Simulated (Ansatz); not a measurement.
Consider ZnSe in the zinc blende structure (space group F-43m, No. 216; a = 5.7330 Å).

Levels (all Ansatz, a quantum-chemistry and plane-wave program, PAW): PBE (420 eV, scalar-relativistic without spin-orbit coupling); HSE06 (420 eV, without spin-orbit coupling).

The geometry is relaxed with PBE.

- PBE band gap: 1.15 eV

Question: What does HSE06 give at this geometry for the band gap?

Answer: The band gap increases by 1.11 eV, from 1.15 eV to 2.26 eV.

Single points use the geometry relaxed with PBE. Whether these cells are dynamically stable was not tested.
